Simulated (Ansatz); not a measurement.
Ta2O5 (Pbam, No. 55, 14 atoms in the cell; start mp-1104837) was calculated with PBEsol+SOC (Ansatz, a first-principles code, plane waves, PAW).

Numerical settings: plane-wave cutoff 520 eV, 6×8×4 k mesh (along the axes of the cell as run), Fermi–Dirac smearing 0.01 eV, PAW data made under PBE.

Cell (relaxed with PBEsol):

```
Ta2O5
1.0
    6.19566     0.00000     0.00005
    0.00000     3.78653     0.00000
   -0.00007     0.00000     7.32563
Ta O
4 10
Cartesian
 -0.12766   0.00000  -0.08768
  0.19402   0.00000   3.57515
  3.29189   0.00000   1.66589
  2.97009   0.00000   5.32868
 -0.28751   1.89327  -0.37030
  0.35385   1.89327   3.29253
  3.45174   1.89327   1.94855
  2.81021   1.89327   5.61129
  1.58211   0.00000   0.78906
  5.36464   0.00000   1.81224
  4.67987   0.00000   4.45192
  2.26677   0.00000   3.42876
  0.89731   0.00000   5.47501
  3.99512   0.00000   7.09159
```

Problem. Estimate the band gap and Γ–Γ gap that the calculation returns.

Solution. 
- band gap: 2.13 eV (on the SCF k mesh)
- Γ–Γ gap: 3.22 eV

Note: cell and atoms aren't relaxed at this level (pressure -0.3 GPa).

Static lattice: no zero-point or thermal effects.

It cost very roughly 9 core-minutes of CPU time.

A start named mp-… is a Materials Project structure, which need not be a measured phase.
